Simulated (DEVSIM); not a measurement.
Structure: abrupt Si n-p junction, at 400 K.

Layer 1 from the left is Si, thickness (μm) 96.0, Nd (cm⁻³) 1.2e18, τn (s) 0.00032, τp (s) 0.00032. Layer 2 from the left is Si, thickness (μm) 4.00, Na (cm⁻³) 2.4e16, τn (s) 0.00032, τp (s) 0.00032.

Left contact: ohmic. Right contact: ohmic. Voltage is applied to the left contact. Recombination: SRH at mid-gap, radiative, Auger. Mobility is constant in doping.

Constants are typed, rounded textbook-type inputs, not results; the design itself was drawn at random and stands for no fabricated device. Values at 300 K; Nc and Nv go as T^1.5, mobilities as T to minus their exponent, the gap by Varshni's rule with the affinity fixed.

Si: gap (eV) 1.124, affinity (eV) 4.05, permittivity 11.7, Nc (cm⁻³) 2.86e19, Nv (cm⁻³) 3.1e19, μn (cm²/Vs) 1417, μp (cm²/Vs) 470, T exponent of μn 2.3, T exponent of μp 2.2, B (cm³/s) 4.7e-15, Cn (cm⁶/s) 2.8e-31, Cp (cm⁶/s) 9.9e-32, Varshni α (eV/K) 0.000473, Varshni β (K) 636.

DEVSIM, 1D drift-diffusion, Boltzmann statistics, complete ionisation; no tunnelling, impact ionisation, image-force lowering or self-heating.

Dark forward current:

```csv
|V| (V),|J| (A/cm²)
0.05,4.631e-5
0.10,0.0002433
0.15,0.001082
0.20,0.004650
0.25,0.01983
0.30,0.08437
0.35,0.3585
0.40,1.517
0.45,6.321
0.50,24.96
0.55,85.10
0.60,227.2
0.65,472.6
0.70,813.4
0.75,1230
0.80,1705
0.85,2226
```

Question: Work out the local ideality factor n = ΔV / (kT/q · ln(J2/J1)) between the rows 0.15 and 0.20 V, 0.80 and 0.85 V.

Answer: kT/q = 34.47 mV. From 0.15 to 0.20 V: ln(0.004650/0.001082) = 1.458, n = 0.99, near the 1 of diffusion or emission over a barrier. From 0.80 to 0.85 V: ln(2226/1705) = 0.267, n = 5.44.

Question: Estimate the current at 0.30 V from the Shockley equation with J0 = Σ q ni² D/(N L) coth(W/L), τ joining the SRH, radiative and Auger lifetimes that are on, and W taken as the whole layer.

Answer: ni² = 3.22e25 cm⁻⁶; holes in the n layer: μ = 250 cm²/Vs, D = 8.60 cm²/s, τ = 2.43e-6 s, L = 45.7 μm, W/L = 2.1, term 8.35e-9 A/cm²; electrons in the p layer: μ = 731 cm²/Vs, D = 25.2 cm²/s, τ = 0.000304 s, L = 875 μm, W/L = 0.0046, term 1.36e-5 A/cm². J0 = 1.36e-5 A/cm², and J = J0 exp(qV/kT) = 0.0817 A/cm². The simulation gives 0.0844 A/cm²; the estimate lies 3.1 % below. The estimate leaves out recombination in the depletion region and that region's share of W.
